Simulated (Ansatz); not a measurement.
A relaxation of cell and atoms of Ta (Im-3m, 1 atom in the cell) with Ansatz (a program for electronic structure).

Method: PBE (plane waves, PAW; Ansatz).

```
CELL_PARAMETERS angstrom
     -1.65000     1.65000     1.65000
      1.65000    -1.65000     1.65000
      1.65000     1.65000    -1.65000
ATOMIC_POSITIONS crystal
  Ta 0.00000 0.00000 0.00000
```

Reference input (self-consistent single point, DFT, PBE, plane waves, default PAW files): basis.ecutwfc = 420 eV; kpoints.mp_grid.grid = 14 14 14; hamiltonian.xc = pbe; hamiltonian.pseudopotentials = {kind: paw} (the program's default PAW files); scf.occupations.method = fermi_dirac; scf.occupations.width = 0.05 eV. This run's input differs from it in these lines:

```diff
@@ -21,2 +21,4 @@
     width: 0.05
+relax:
+  cell: {}
 output:
```

Output, abridged:

```
   [... SCF lines of the steps left out ...]
relax step   1: F+E_penalty+E_count = -9932.25806717 eV  Δ(F+E_penalty+E_count) = +0.000e0 eV  max|allowed force component| = 0.000e0 eV/Å  Δτ_max = 0.0000 Å  P = +3.560 GPa  Ω = 17.968 Å³  (6 SCF iters, dr2 threshold 1.00e-7 eV, accepted)
relax step   2: F+E_penalty+E_count = -9932.23096300 eV  Δ(F+E_penalty+E_count) = +2.710e-2 eV  max|allowed force component| = 0.000e0 eV/Å  Δτ_max = 0.0000 Å  P = -9.445 GPa  Ω = 19.251 Å³  energy of the carried Pulay correction = -4.418e-4 eV  (4 [...]
relax step   3: F+E_penalty+E_count = -9932.26130463 eV  Δ(F+E_penalty+E_count) = -3.237e-3 eV  max|allowed force component| = 0.000e0 eV/Å  Δτ_max = 0.0000 Å  P = -0.280 GPa  Ω = 18.302 Å³  energy of the carried Pulay correction = -1.180e-4 eV  (6 [...]
relax step   4: F+E_penalty+E_count = -9932.26133556 eV  Δ(F+E_penalty+E_count) = -3.093e-5 eV  max|allowed force component| = 0.000e0 eV/Å  Δτ_max = 0.0000 Å  P = -0.006 GPa  Ω = 18.277 Å³  energy of the carried Pulay correction = -1.093e-4 eV  (2 [...]
relax step   5: F+E_penalty+E_count = -9932.26145200 eV  Δ(F+E_penalty+E_count) = -1.164e-4 eV  max|allowed force component| = 0.000e0 eV/Å  Δτ_max = 0.0000 Å  P = +0.000 GPa  Ω = 18.277 Å³  stress off target by 4.59e-4 GPa  SCF on the basis [...]
basis re-selected at this cell: Δ(F+E_penalty+E_count) = -1.164e-4 eV, ΔP = +0.007 GPa vs the last step
Stability not checked: this state was not tested for a lower state beside it, because too few of the mixer's solves of this state at the end of the SCF gave a …
Free energy (F): -9932.261452 eV
Internal energy: -9932.253346 eV  (E = F + TS)
E sigma→0 (E₀):  -9932.257399 eV
Entropy (-TS):   -0.008106 eV (-8.106 meV/atom)
Fermi energy:    18.335719 eV
--- Forces (eV/Å), atoms counted from 1 ---
  atom   1  Ta     0.00000000    -0.00000000     0.00000000
   [... lines left out ...]
to start a new deck from the relaxed geometry:
  cell:  # Å, volume = 18.2774 Å³
    - [-1.6594015970570617, 1.6594015970570617, 1.6594015970570617]
    - [1.6594015970570617, -1.6594015970570617, 1.6594015970570617]
    - [1.6594015970570617, 1.6594015970570617, -1.6594015970570617]
  atoms:
    - { symbol: Ta, position: [0.0, 0.0, 0.0] }
```

The run converged. 

Summary of the result:
* **Free energy E − TS (on the zero of these files)**: -9932.2615 eV
* **Fermi level (on the code's own zero)**: 18.34 eV
* **Pressure**: 0.00 GPa
* **Final cell**: a = b = c = 2.874 Å, α = β = γ = 109.47°
* **Final volume per atom**: 18.28 Å³
* **Relaxation steps**: 5

The starting cell has typed, rounded lattice constants, without a prior relaxation at this level. Spin polarisation is off. The relaxation keeps the symmetry of its start, so its end need not be a minimum. Ansatz's pressure includes its estimate of the finite-basis (Pulay) stress.

Keys are those of Ansatz 0.2.
